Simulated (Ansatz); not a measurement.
System: Sb₂Se₃ (model structure, started from the A-La2O3 type, P-3m1, No. 164, 5 atoms in the cell). Method: PBEsol (Ansatz, a first-principles code, plane waves, PAW).

Settings: plane-wave cutoff 520 eV, 18×18×6 k mesh (along the axes of the cell as run), Fermi–Dirac smearing 0.05 eV, scalar-relativistic PAW data made under PBE.

Cell (relaxed with PBEsol):

```cif
data_Sb2Se3
_chemical_formula_sum 'Sb2 Se3'
_space_group_name_H-M_alt 'P-3m1'
_space_group_IT_number 164
_space_group_name_Hall '-P 3 2"'
_cell_length_a 4.00337
_cell_length_b 4.00337
_cell_length_c 9.78312
_cell_angle_alpha 90.000
_cell_angle_beta 90.000
_cell_angle_gamma 120.000
loop_
_atom_site_label
_atom_site_type_symbol
_atom_site_symmetry_multiplicity
_atom_site_Wyckoff_symbol
_atom_site_fract_x
_atom_site_fract_y
_atom_site_fract_z
_atom_site_occupancy
Sb1 Sb 2 d 0.33333 0.66667 0.19053 1
Se1 Se 1 a 0.00000 0.00000 0.00000 1
Se2 Se 2 d 0.66667 0.33333 0.34944 1
```

Q: Estimate the band gap that the calculation returns.

A: 
* **band gap**: 0.02 eV (under three smearing widths, so not firm)

Note: the relaxation could raise the start's symmetry but not lower it, so the cell can be a saddle point.

Spin–orbit coupling is not included; it can close the smallest gap of 0.02 eV.

The computed numbers hold no vibrational or temperature effects.

Cost on a shared machine: about 90 core-seconds (a rough figure).

A model structure was made by putting elements into a prototype or built by hand; it is no filed structure, need not be a known phase, and can be a saddle point held by its symmetry.
